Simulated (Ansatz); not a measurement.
An Ansatz (a program for electronic structure) run: MoTe2 with a change (pressure 30 GPa); Ansatz, PBE-D3(BJ), PAW, cutoff 420 eV, without spin-orbit coupling.

Input:

Ansatz 0.2 input:
```yaml
crystal:
  lattice:
    - [3.2578455635, 0, 0]
    - [-1.6289227818, 2.8213770196, 0]
    - [0, 0, 12.5350707796]
  atoms:
    - { symbol: Mo, position: [0.3333333333, 0.6666666667, 0.75] }
    - { symbol: Mo, position: [0.6666666667, 0.3333333333, 0.25] }
    - { symbol: Te, position: [0.3333333333, 0.6666666667, 0.1031489737] }
    - { symbol: Te, position: [0.6666666667, 0.3333333333, 0.6031489737] }
    - { symbol: Te, position: [0.6666666667, 0.3333333333, 0.8968510263] }
    - { symbol: Te, position: [0.3333333333, 0.6666666667, 0.3968510263] }
basis: { ecutwfc: 420, ecutrho_ratio: 4, xc_grid: 2, fft_grid_basis: typed }
kpoints: { mp_grid: { grid: [11, 11, 3] } }
hamiltonian:
  xc: pbe
  dispersion: d3bj
  pseudopotentials: { kind: paw }
scf: { occupations: { method: fermi_dirac, width: 0.05 } }
relax: { f_tol: 0.01, max_steps: 60, cell: { stress_tol: 0.02, p_target: 30 } }
output: { forces: true, stress: true }
checkpoint: { write: state.ck, write_every: 1000 }
```

Output (explanatory and most iteration lines left out):

```
Relaxation: its limit of steps is 60 (relax.max_steps)
Pseudopotential: Mo, paw, valence charge 14
Pseudopotential: Te, paw, valence charge 16
Crystal: 6 atoms, lattice volume = 115.217 Å³
Basis set: ecut = 420 eV, 2285 PW (Γ), exchange–correlation on 48×48×180 points (8 copies of the dense FFT grid, shifted against one another)
Bands: 56, of which v1, the nominal top of the filled ones, is band 46 counted from 1 (45 counted from 0)
Symmetry: 24 space group operations
Space group: P63/mmc (ITA 194), of the structure as read, at distance tolerance 4.9e-5 Å
k-points: 32 of 363
Functional: x = pbe(κ = 0.804, μ = 0.2195149727645171), c = pbe(β = 0.06672455060314922)
SCF iter   1: F=—  HF=-37835.031891 eV  |F-HF|=—  |Δ(HF+E_count)|=         —  Δρ=6.54e-3  dr2=3.80e-2  ethr=1.77e-3  ⟨swp⟩=6.9  Hψ=6800  notcnv=0  defer=4
SCF iter   2: F=—  HF=-37835.032911 eV  |F-HF|=—  |Δ(HF+E_count)|=   1.02e-3  Δρ=3.72e-3  dr2=1.53e-2  ethr=4.13e-5  ⟨swp⟩=2.0  Hψ=2285  notcnv=0  defer=18
SCF 1 converged in 7 iterations: F = -37835.033559 eV  dr2 = 2.21e-8
relax step   1: F+E_penalty+E_count = -37835.03355924 eV  Δ(F+E_penalty+E_count) = +0.000e0 eV  max|allowed force component| = 1.585e-3 eV/Å  Δτ_max = 0.0000 Å  P = +22.516 GPa  Ω = 115.217 Å³  (7 SCF iters, dr2 threshold 1.00e-7 eV, accepted)
[... steps on the carried basis left out ...]
relax step   9: F+E_penalty+E_count = -37834.26930494 eV  Δ(F+E_penalty+E_count) = +1.531e-3 eV  max|allowed force component| = 7.842e-6 eV/Å  Δτ_max = 0.0000 Å  P = +30.003 GPa  Ω = 110.531 Å³  stress off target by 4.11e-3 GPa  SCF on the basis re-selected at this cell (its energy is not comparable with the rows above)  (6 SCF iters)
SCF converged after 6 iterations
Free energy (F): -37834.269305 eV
Internal energy: -37834.261139 eV  (E = F + TS)
E sigma→0 (E₀):  -37834.265222 eV
Entropy (-TS):   -0.008166 eV (-1.361 meV/atom)
Fermi energy:    19.227529 eV
  E_disp       = -4.380308  (pairwise vdW)
--- Forces (eV/Å), atoms counted from 1 ---
  atom   1  Mo    -0.00000000     0.00000000     0.00000000
  atom   2  Mo     0.00000000    -0.00000000     0.00000000
  atom   3  Te    -0.00000000     0.00000000    -0.00000784
  atom   4  Te     0.00000000    -0.00000000    -0.00000784
  atom   5  Te     0.00000000    -0.00000000     0.00000784
  atom   6  Te    -0.00000000     0.00000000     0.00000784
--- Stress (GPa, compression-positive) ---
       30.002547      -0.000000       0.000000
       -0.000000      30.002547       0.000000
        0.000000       0.000000      30.004107
  P = ⅓ Tr σ = 30.0031 GPa (300.031 kbar)
--- Relaxed structure (8 steps of the walk, 6 accepted, 1 SCFs on fresh bases) ---
  cell:  # Å, volume = 110.5308 Å³
    - [3.206159163892816, 2.8409614107819893e-11, 0.0]
    - [-1.6030795819710115, 2.77661528449325, 0.0]
    - [0.0, 0.0, 12.41602156398366]
  atoms:
    - { symbol: Mo, position: [0.3333333333333332, 0.6666666666666665, 0.7499999999999998] }
    - { symbol: Mo, position: [0.6666666666666665, 0.33333333333333326, 0.24999999999999992] }
    - { symbol: Te, position: [0.3333333333333332, 0.6666666666666665, 0.10141707170113128] }
    - { symbol: Te, position: [0.6666666666666665, 0.33333333333333326, 0.6014170717011311] }
    - { symbol: Te, position: [0.6666666666666665, 0.33333333333333326, 0.8985829282988684] }
    - { symbol: Te, position: [0.3333333333333332, 0.6666666666666665, 0.3985829282988686] }
```

The mesh was chosen for an insulator and is coarse for the gapless case. Load acts through the strain it causes; cell and atoms are relaxed under it. Stability against distortions was not tested. Competing high-pressure phases were not computed. The final runs are not spin-polarised. The cell was made from MoTe2 in the 2H-MoS2 type structure (space group P6_3/mmc, No. 194; layered, stacked along the Cartesian z axis) by this change: pressure 30 GPa.
